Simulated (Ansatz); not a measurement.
The reference is ZnO (space group P4_2/mnm, No. 136; a = 5.5156 Å, c = 3.2401 Å; a cell from a computed database, its experimental status unchecked).

Levels (all Ansatz, a quantum-chemistry and plane-wave program, PAW): PBEsol (420 eV, spin-orbit coupling left out); r2SCAN (500 eV, no SOC).

The geometry is relaxed with PBEsol.

| Item | Result |
|---|---|
| PBEsol band gap | 0.70 eV |
| PBEsol gap character | direct at Γ |
| PBEsol width of the top valence band | 1.37 eV |

**Question.** Predict the band gap, gap character and width of the top valence band from r2SCAN.

**Answer.** The band gap grows by 0.50 eV, from 0.70 eV to 1.20 eV; the gap character remains direct at Γ; the width of the top valence band grows by 0.04 eV to 1.41 eV.

Single points use the geometry relaxed with PBEsol. Whether these cells are dynamically stable was not tested. This is not the structure that ZnO has at room temperature and ambient pressure.
